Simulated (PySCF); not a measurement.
PySCF 2.14.0, TPSSH/def2-tzvp, df: Ge(Cl)2 ([Cl][Ge][Cl]), 3 atoms. The geometry is a generated start, not checked to be a minimum at this level.

```json
{
  "task": "energy",
  "method": "tpssh",
  "basis": "def2-tzvp",
  "two_electron_scheme": "density fitting",
  "mol.max_memory": "3000 MB",
  "mf.max_cycle": "100",
  "mf.conv_tol": "1e-09 (default)",
  "mf.grids.level": "3 (default)",
  "basis_functions": "122",
  "grid_points": "58400"
}
```

```xyz
3

Ge     0.0496    -0.0441     0.9272
Cl     1.0531     1.2761    -0.4606
Cl    -1.1027    -1.2320    -0.4666
```

With the defaults (mf.DIIS = CDIIS, mf.diis = true, mf.diis_space = 8, mf.init_guess = minao, mf.damp = 0, mf.diis_start_cycle = 1, mf.diis_damp = 0) it converges in 12 Fock builds. One run each on 2 threads, 1 BLAS thread, with these changes:
- mf.diis = false
- mf.diis_space = 20
- mf.init_guess = mod_huckel
- mf.damp = 0.3, mf.diis_start_cycle = 4
- mf.init_guess = atom
- mf.damp = 0.7, mf.diis_start_cycle = 8
- mf.diis_space = 3
- mf.diis_damp = 0.3
- mf.DIIS = EDIIS

Q: Name the settings that don't reach the solution of the defaults.

A: No convergence: mf.DIIS = EDIIS; mf.diis = false (the run ends without SCF convergence in 100 cycles). The rest reach the solution of the defaults.

```
setting                                 Fock builds             end
--------------------------------------  -----------  --------------
mf.diis_damp = 0.3                               11   same solution
the defaults                                     12   same solution
mf.diis_space = 20                               12   same solution
mf.init_guess = atom                             12   same solution
mf.init_guess = mod_huckel                       13   same solution
mf.damp = 0.7, mf.diis_start_cycle = 8           14   same solution
mf.diis_space = 3                                16   same solution
mf.damp = 0.3, mf.diis_start_cycle = 4           16   same solution
mf.DIIS = EDIIS                                 101  no convergence
mf.diis = false                                 101  no convergence
```
